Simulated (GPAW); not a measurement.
A user runs GPAW on Na3Tl (Fm-3m, 4 atoms in the cell) and asks whether the run is sound. The aim is a self-consistent single point with DFT LDA (Perdew-Wang 92), plane waves, GPAW PAW datasets LDA (gpaw-data 1.0.1).

Cell that was meant: a = 5.5093 Å, b = 5.5093 Å, c = 5.5093 Å, α = 60.00°, β = 60.00°, γ = 60.00°.

Part of the input:

```python
            nbands=-12,
            convergence={'density': 1e-05, 'energy': 1e-05},
            symmetry={'symmorphic': False, 'tolerance': 0.0005},
            charge=1,
            maxiter=100,
            txt='-')
```

Output (repeated stretches shortened):

```
Input parameters:
  charge: 1
  convergence: {density: 1e-05,
                energy: 1e-05}
  kpts: {gamma: True,
   [... lines left out ...]
   3 Tl     0.000000    0.000000    0.000000    ( 0.0000,  0.0000,  0.0000)

Unit cell:
           periodic     x           y           z      points  spacing
  1. axis:    yes    0.000000    3.895655    3.895655    40     0.1125
  2. axis:    yes    3.895655    0.000000    3.895655    40     0.1125
  3. axis:    yes    3.895655    3.895655    0.000000    40     0.1125

  Lengths:   5.509288   5.509288   5.509288
  Angles:   60.000000  60.000000  60.000000

Effective grid spacing dv^(1/3) = 0.1227
     iter     time        total  log10-change:
                         energy   eigst   dens
iter:   1 --:--:--   -10.012096
iter:   2 --:--:--    -9.997377   -1.85  -1.66
iter:   3 --:--:--    -9.886227   -1.92  -1.69
iter:   4 --:--:--    -9.914465   -2.58  -2.05
iter:   5 --:--:--    -9.896003   -2.50  -2.27
iter:   6 --:--:--    -9.883764   -3.45  -2.65
iter:   7 --:--:--    -9.883835   -5.35  -3.04
iter:   8 --:--:--    -9.883359   -5.18  -2.93
iter:   9 --:--:--    -9.883353   -6.06  -3.82
iter:  10 --:--:--    -9.883367c  -6.37  -3.87
iter:  11 --:--:--    -9.883358c  -6.51  -3.91
iter:  12 --:--:--    -9.883357c  -7.02  -4.38
iter:  13 --:--:--    -9.883357c  -8.19c -4.90
iter:  14 --:--:--    -9.883357c  -8.19c -4.95
iter:  15 --:--:--    -9.883357c  -9.23c -4.96
iter:  16 --:--:--    -9.883357c -10.02c -5.46c
Converged after 16 iterations.

Dipole moment: (0.000000, 0.000000, 0.000000) |e|*Ang

Energy contributions relative to reference atoms: (reference = -562943.963151)

Kinetic:        -17.932067
Potential:       +9.179908
External:        +0.000000
XC:              -1.103582
Entropy (-ST):   -0.000377
Local:           -0.027365
SIC:             +0.000000
--------------------------
Free energy:     -9.883483
Extrapolated:    -9.883357

Showing only first 2 kpts
 Kpt  Band  Eigenvalues  Occupancy
  0    14     -4.75612    2.00000
  0    15      2.69458   -0.00000
  0    16      3.34115   -0.00000
  0    17      3.34115   -0.00000

  1    14     -4.66966    2.00000
  1    15      1.85942   -0.01599
  1    16      3.03183   -0.00000
  1    17      3.03183   -0.00000

   [... lines left out ...]
Fermi level: 1.73959
No gap
   [... lines left out ...]
Energy (eV): -9.883357

Forces in eV/Ang:
  0 Na   -0.00000    0.00000    0.00000
  1 Na    0.00000    0.00000   -0.00000
  2 Na   -0.00000    0.00000    0.00000
  3 Tl   -0.00000    0.00000   -0.00000

Stress tensor:
     0.047256     0.000000    -0.000000
     0.000000     0.047256    -0.000000
    -0.000000    -0.000000     0.047256
Stress (GPa, Voigt): [ 7.5713  7.5713  7.5713 -0.     -0.      0.    ]
```

Problem. Is anything amiss in this input, and did it matter?

Solution. The run is not sound. The fault is an unintended net charge. A charged periodic cell changes the electron count and is neutralised by a uniform background, so energy, forces and pressure belong to another system. To fix it, remove the charge. The run converged in 16 iterations without an error; against the sound input the pressure goes from -1.30 to -7.57 GPa.

An input that runs soundly differs in these lines (not the only fix; some lines may just follow from the change or write a value another way):
```diff
-            charge=1,
```

With that input, the run converged in 21 iterations: free energy E − TS (from the program's reference atoms) -8.0049 eV; Fermi level (on the code's own zero) 1.99 eV; pressure -1.30 GPa (DFT LDA (Perdew-Wang 92), plane waves, GPAW PAW datasets LDA (gpaw-data 1.0.1)).

On the sound input: the starting cell comes from a database of computed structures (which also holds hypothetical and non-ambient phases and stackings), without a prior relaxation at this level.
